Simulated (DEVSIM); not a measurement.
Structure: Schottky contact on n-type Si, at 350 K.

```
layer (left to right)  material  thickness (μm)  Nd (cm⁻³)  τn (s)  τp (s)
---------------------  --------  --------------  ---------  ------  ------
1                            Si           0.300     1.2e16    7e-5    7e-5
```

Left contact: Schottky, work function 4.69 eV, emission velocity 2.1e6 cm/s. Right contact: ohmic. Voltage is applied to the left contact. Recombination: SRH at mid-gap. Gap narrowing is on: ΔEg = 6.92 meV × (l + √(l² + 0.5)), l = ln(N/1.3e17 cm⁻³), shared equally by both band edges. Mobility is μmin + (μ − μmin)/(1 + (N/Nref)^α).

The device is made up for the run: typed textbook-type constants, with dimensions and the other settings drawn at random. Values at 300 K; Nc and Nv go as T^1.5, mobilities as T to minus their exponent, the gap by Varshni's rule with the affinity fixed.

```tsv
parameter	Si
gap (eV)	1.124
affinity (eV)	4.05
permittivity	11.7
Nc (cm⁻³)	2.86e19
Nv (cm⁻³)	3.1e19
μn (cm²/Vs)	1417
μp (cm²/Vs)	470
μn,min	52
μp,min	45
Nref,n	9.7e16
Nref,p	2.2e17
αn	0.68
αp	0.72
T exponent of μn	2.3
T exponent of μp	2.2
Varshni α (eV/K)	0.000473
Varshni β (K)	636
```

Simulated with DEVSIM: 1D drift-diffusion, Boltzmann statistics, complete ionisation; no tunnelling, impact ionisation, image-force lowering or self-heating. Metal contacts follow the ideal Schottky-Mott rule: no Fermi-level pinning, no interface dipoles.

The temperature was swept, all else fixed.

```
temperature (K)  potential step across the device at zero bias (V)  dark forward voltage at 100 A/cm² (V)  largest field in the device at zero bias (V/cm)
---------------  -------------------------------------------------  -------------------------------------  -----------------------------------------------
250                                                          0.478                                  0.401                                            41000
300                                                          0.439                                  0.348                                            39000
350                                                          0.398                                  0.294                                            37000
400                                                          0.357                                      …                                            35000
450                                                          0.315                                  0.184                                            32000
500                                                          0.272                                  0.129                                            30000
```

Problem. Complete the blanks.

Solution. 
- 400, dark forward voltage at 100 A/cm² (V): 0.239
